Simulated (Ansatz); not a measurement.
These are PBE (plane waves to 420 eV, PAW; Ansatz, a quantum-chemistry and plane-wave program) values and carry that method's errors.

Plane-averaged electrostatic potential energy along the normal, in eV from the Fermi level, for the (110) surface of bcc Ta, one added row of Ta in 4 (bottom of the slab: a bare face, its two planes held):

(z (Å), V (eV)): (3.73, 4.78); (4.02, 4.78); (4.31, 4.77); (4.59, 4.76); (4.88, 4.74); (5.17, 4.70); (5.45, 4.62); (5.74, 4.46); (6.03, 4.16); (6.31, 3.59); (6.60, 2.51); (6.89, 0.52); (7.18, -3.34); (7.46, -9.26); (7.75, -15.88); (8.04, -19.54); (8.32, -17.27); (8.61, -10.85); (8.90, -4.64); (9.19, -1.35); (9.47, -2.53); (9.76, -7.57); (10.05, -14.35); (10.33, -19.08); (10.62, -17.99); (10.91, -12.02); (11.19, -5.58); (11.48, -1.71); (11.77, -2.19); (12.06, -6.75); (12.34, -13.41); (12.63, -18.65); (12.92, -18.40); (13.20, -12.88); (13.49, -6.27); (13.78, -1.89); (14.06, -1.59); (14.35, -5.53); (14.64, -11.98); (14.93, -17.92); (15.21, -18.99); (15.50, -14.28); (15.79, -7.56); (16.07, -2.61); (16.36, -1.52); (16.65, -4.89); (16.94, -11.11); (17.22, -17.39); (17.51, -19.29); (17.80, -15.22); (18.08, -8.51); (18.37, -3.25); (18.66, -1.69); (18.94, -4.75); (19.23, -10.83); (19.52, -17.20); (19.81, -19.50); (20.09, -15.86); (20.38, -9.32); (20.67, -3.83); (20.95, -1.18); (21.24, -1.06); (21.53, -1.82); (21.81, -1.91); (22.10, -0.75); (22.39, 0.93); (22.68, 2.32); (22.96, 3.18); (23.25, 3.60); (23.54, 3.83); (23.82, 3.95); (24.11, 4.02); (24.40, 4.05); (24.69, 4.07); (24.97, 4.08); (25.26, 4.08); (25.55, 4.09); (25.83, 4.09); (26.12, 4.09)

Model: 25-atom slab, 14.8 Å thick at the start, 14x4x1 mesh, Fermi-Dirac 0.1 eV, dipole correction, 8 atoms held, the rest relaxed; symmetry of the start imposed; no spin, no spin-orbit, no U. It is one candidate, not shown to be the stable structure of the face.

Task: The surface cell has an area of 31.16 Å². What dipole along the normal does the step between the two vacuum levels imply?

Result: the top vacuum level lies 0.69 eV below the bottom one; p = −ε₀ A ΔV (ε₀ = 0.005526 e/(V·Å)) gives 0.12 e·Å a cell.
